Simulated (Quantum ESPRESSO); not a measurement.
## Cost against accuracy: ecutwfc for CrO2 (P4_2/mnm, 6 atoms in the cell)

```yaml
crystal:
  lattice:
    - [4.31924, 0.00000, 0.00000]
    - [0.00000, 4.31924, 0.00000]
    - [0.00000, 0.00000, 2.85445]
  atoms:
    - { symbol: Cr, position: [0.00000, 0.00000, 0.50000], spin: 3.0 }
    - { symbol: Cr, position: [0.50000, 0.50000, 0.00000], spin: 3.0 }
    - { symbol: O, position: [0.19726, 0.19726, 0.00000] }
    - { symbol: O, position: [0.80274, 0.80274, 0.00000] }
    - { symbol: O, position: [0.30274, 0.69726, 0.50000] }
    - { symbol: O, position: [0.69726, 0.30274, 0.50000] }
```
(The spins are starting values, not results.)

Computed with PBE, SSSP 1.1.2 efficiency (PBE) pseudopotentials (plane waves; Quantum ESPRESSO 7.5).

Base settings: ecutwfc = 55 Ry; ecutrho = 440 Ry; occupations = smearing; smearing = gauss; degauss = 0.0073499 Ry; nspin = 2; potentials = {Cr: cr_pbe_v1.5.uspp.F.UPF, O: O.pbe-n-kjpaw_psl.0.1.UPF}; K_POINTS = automatic 4 4 6 0 0 0; conv_thr = 1e-10 Ry; mixing_beta = 0.3.

Misses are taken against the tightest run, 110 Ry (ecutrho: 440 Ry → 880 Ry), which need not be fully converged itself. The energy is the free energy per atom.

The count of work is k-points × plane waves × bands × iterations; it is no time, and leaves out set-up, grids and terms that scale otherwise. Core times come from one kind of shared machine and are given to one figure; runs under 30 s give none.

The starting cell comes from a database of computed structures (which also holds hypothetical and non-ambient phases and stackings), without a prior relaxation at this level. Its lattice was rescaled by a random factor within 2.5 % of one. The magnetic order is the one reached from the typed start; others were not searched systematically. In the base run, with a pressure of about 23 GPa the cell is away from its equilibrium volume at this level. Without a gap this mesh is coarse (it stands for a supercell whose shortest vector is 17 Å).

The runs (ecutwfc): 22 Ry (ecutrho: 440 Ry → 176 Ry) | 28 Ry (ecutrho: 440 Ry → 224 Ry) | 33 Ry (ecutrho: 440 Ry → 264 Ry) | 38 Ry (ecutrho: 440 Ry → 304 Ry) | 44 Ry (ecutrho: 440 Ry → 352 Ry) | 50 Ry (ecutrho: 440 Ry → 400 Ry) | 55 Ry | 63 Ry (ecutrho: 440 Ry → 504 Ry) | 72 Ry (ecutrho: 440 Ry → 576 Ry) | 82 Ry (ecutrho: 440 Ry → 656 Ry) | 96 Ry (ecutrho: 440 Ry → 768 Ry) | 110 Ry (ecutrho: 440 Ry → 880 Ry).

Question: Which is the coarsest setting among those run that, with all tighter ones, holds the energy within 10 meV/atom of the reference, and what does it save?

Answer: 63 Ry (ecutrho: 440 Ry → 504 Ry), off by 9.2 meV/atom; it needs 0.38 of the reference's count of work and about 0.4 of the reference's time.

Question: Which is the coarsest setting among those run that, with all tighter ones, holds the energy within 5 meV/atom of the reference, and what does it save?

Answer: 72 Ry (ecutrho: 440 Ry → 576 Ry), off by 4.0 meV/atom; its saving against the reference is no more than about a factor of 2 in the count of work.

Question: What does the step from 33 Ry (ecutrho: 440 Ry → 264 Ry) to 55 Ry buy?

Answer: It takes the miss in the energy from 270 to 14 meV/atom, for 2.2 times the count of work and roughly 2 times the time.

```tsv
ecutwfc	energy less reference (meV/atom)	pressure less reference (GPa)	largest difference in the force on any atom (eV/Å)	count of work / reference	core time / reference (rough)
22 Ry (ecutrho: 440 Ry → 176 Ry)	5492.08	-375.86	0.099	0.082	0.1
28 Ry (ecutrho: 440 Ry → 224 Ry)	1155.36	-104.23	0.011	0.11	0.1
33 Ry (ecutrho: 440 Ry → 264 Ry)	270.18	-30.05	0.026	0.16	0.2
38 Ry (ecutrho: 440 Ry → 304 Ry)	67.95	-8.04	0.004	0.20	0.3
44 Ry (ecutrho: 440 Ry → 352 Ry)	20.74	-0.94	0.000	0.21	0.2
50 Ry (ecutrho: 440 Ry → 400 Ry)	16.24	0.01	0.001	0.29	0.3
55 Ry	14.44	-0.18	0.001	0.36	0.4
63 Ry (ecutrho: 440 Ry → 504 Ry)	9.16	-0.41	0.001	0.38	0.4
72 Ry (ecutrho: 440 Ry → 576 Ry)	3.99	-0.28	0.000	0.50	0.5
82 Ry (ecutrho: 440 Ry → 656 Ry)	1.71	-0.01	0.000	0.57	0.5
96 Ry (ecutrho: 440 Ry → 768 Ry)	1.11	-0.01	0.000	0.77	0.8
110 Ry (ecutrho: 440 Ry → 880 Ry)	0.00	0.00	0.000	1.0	1
```
